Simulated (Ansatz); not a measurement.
BeS (F-43m), r2SCAN with spin-orbit coupling, rigid bands (Ansatz, an electronic-structure program): band gap 3.56 eV, N_c = 1.97e19 cm⁻³ and N_v = 4.58e19 cm⁻³ at 300 K, conductivity masses of 0.373 mₑ (electrons) and 0.789 mₑ (holes). Take k_BT = 0.02585 eV.

Q: A film of it is 3 nm thick. Estimate the confinement energies in an infinite well.

A: ħ²π²/(2m t²) = 0.376 eV·nm²/(m/mₑ × t²) gives 112 meV for electrons and 53.0 meV for holes, so the gap would widen to about 3.72 eV. Finite barriers and nonparabolic bands lower this, and with several valleys or bands the heaviest mass along the normal sets the lowest level, not this average.

Q: Find the intrinsic carrier density and the intrinsic Fermi level.

A: n_i = √(N_c N_v) exp(−E_g/2k_BT) = 3.00e19 × exp(−68.85) = 3.8e-11 cm⁻³. The level lies (k_BT/2) ln(N_v/N_c) = 11 meV from mid-gap (positive towards the conduction band). Each 0.1 eV added to the gap lowers n_i by a factor of 6.9.

Q: What thermal injection velocity √(2k_BT/πm) limits a ballistic channel?

A: 8.81e6 cm/s for electrons and 6.06e6 cm/s for holes, a ratio of √(m_h/m_e) = 1.45, for dilute carriers.

Rigid, parabolic bands with the computed gap; masses take one relaxation time for all states.
